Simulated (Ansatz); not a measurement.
For SnO₂ (model structure, started from the tetragonal ZrO2 type, P4₂/nmc, No. 137, 6 atoms in the cell), PBEsol in Ansatz (plane waves, PAW) gives:

```
Property                       Result
---------------------  --------------
lattice constant a            3.558 Å
c axis length                 5.403 Å
enthalpy of formation  -1.585 eV/atom
```

Problem. What does PBE-D3(BJ) (plane waves, PAW; Ansatz, a first-principles code) give for the same quantities?

Solution. 
- lattice constant a: 3.576 Å (grows by 0.5 %)
- lattice parameter c: 5.457 Å (grows by 1.0 %)
- formation enthalpy: -1.565 eV/atom (moves by +0.020 eV/atom)

Changes are worked out from the printed values.

Unless a cell is named, each level is at its own relaxed cell (PBEsol 11.40, PBE-D3(BJ) 11.63 Å³/atom).

Levels without +SOC leave out spin–orbit coupling, which shifts energies and cells of such heavy elements.

Ansatz's density-functional and Hartree–Fock values are scalar-relativistic unless marked +SOC, with PAW data made under PBE.

A model structure was made by putting elements into a prototype or built by hand; it is no filed structure, need not be a known phase, and can be a saddle point held by its symmetry.
